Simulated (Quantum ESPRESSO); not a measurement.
# Pressure against volume in hcp Cd (space group 194) (Quantum ESPRESSO, LDA)

```
CELL_PARAMETERS angstrom
      2.86410     0.00000     0.00000
     -1.43205     2.48038     0.00000
      0.00000     0.00000     5.40142
ATOMIC_POSITIONS crystal
  Cd 0.66667 0.33333 0.75000
  Cd 0.33333 0.66667 0.25000
```

Method of the run: LDA (PZ), GBRV 1.5 ultrasoft (LDA) pseudopotentials (plane waves; Quantum ESPRESSO). Settings: ecutwfc = 52 Ry; ecutrho = 260 Ry; occupations = smearing; smearing = fd; degauss = 0.0036749 Ry; potentials = {Cd: cd_lda_v1.uspp.F.UPF}; K_POINTS = automatic 23 23 11 0 0 0; conv_thr = 1e-10 Ry. The cell above is the first row's. The rows scale it uniformly. In all rows fractional positions and the k mesh are held.

```csv
V (Å^3/atom),P (GPa)
19.186,2.77
19.603,0.83
20.020,-0.87
20.437,-2.33
20.854,-3.60
21.271,-4.69
21.689,-5.62
22.106,-6.41
22.523,?
```

Taking a cubic for P over the 8 complete rows: With u = V - 20.6, the rows have u = -1.4140, -0.9970, -0.5800, -0.1630, 0.2540, 0.6710, 1.0890, 1.5060. Least squares gives P = -2.853 - 3.0867·u + 0.5572·u² - 0.05077·u³. Residuals (row less fit): 0.001, 0.001, -0.005, 0.005, 0.002, -0.001, -0.001, 0.001; standard error 0.004 (degrees of freedom: 4). The fitted pressure is zero at V0 = 19.80, where dP/dV = -4.076, so B0 = -V0·dP/dV = 80.7 GPa.

### Question
Predict the withheld P at V = 22.523 from the fit, and compare with the calculation.

### Answer
u = 1.9230, so P = -2.853 - 3.0867 × 1.9230 + 0.5572 × 1.9230² - 0.05077 × 1.9230³ = -7.089 GPa. The calculation gives -7.06 GPa, 0.029 GPa above the prediction (0.3 % of the range of P in the table). The row lies outside the fitted rows, so this is an extrapolation. From the scatter of the fitted rows alone, a prediction at this place has a standard error of 0.010 GPa, so the miss is 2.9 times that.

Carrying the step between the two nearest rows on in a straight line would have given -7.20, off by 0.14; series whose last step already gives the withheld value aren't shown. The scan was laid around a cell of about the measured size, scaled by a guess for this functional; axis ratios and inner coordinates come from that cell. The runs keep the symmetry of the cell, so they don't test it for distortions. The shape of the cell and the inner coordinates aren't relaxed, so V0 and B0 belong to this uniform scaling; a relaxed crystal lies no higher in energy and is usually softer. Cutoffs and mesh are single choices, not tested for convergence of this quantity. Series with a scatter that would blur these digits, or in which a gap closes, are not shown.
